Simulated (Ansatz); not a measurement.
Consider PbSe in the rock salt structure (space group Fm-3m, No. 225; a = 6.218 Å).

Perturbation: the cell is scaled by 0.9700 in all directions, atoms relaxed at fixed cell.

Level of theory: Ansatz (an electronic-structure program) PBE, no spin-orbit coupling.

Base, band edges from the VBM (valence, conduction): X -2.92, 3.92; W -0.68, 1.95; L 0.00, 0.43; Γ -1.64, 4.64; K -2.18, 3.40; U -2.18, 3.40 eV.

**Question.** Give the band edges at the high-symmetry points of the new zone, measured from its valence-band maximum.

**Answer.** 
```json
[
 {"point": "Γ", "valence edge (eV)": "-2.14", "conduction edge (eV)": "4.76"},
 {"point": "X", "valence edge (eV)": "-3.57", "conduction edge (eV)": "3.45"},
 {"point": "U", "valence edge (eV)": "-2.63", "conduction edge (eV)": "3.35"},
 {"point": "K", "valence edge (eV)": "-2.63", "conduction edge (eV)": "3.35"},
 {"point": "L", "valence edge (eV)": "0.00", "conduction edge (eV)": "0.13"},
 {"point": "W", "valence edge (eV)": "-0.93", "conduction edge (eV)": "1.80"}
]
```

The gap is 0.13 eV, direct at L.

Spin-orbit coupling, missing from the scalar runs, can matter with Pb. The cells carry an imposed strain or load. No phonon test of stability was made. The zero or small gap of PbSe under isotropic strain −3.00 % can change with the level of theory.
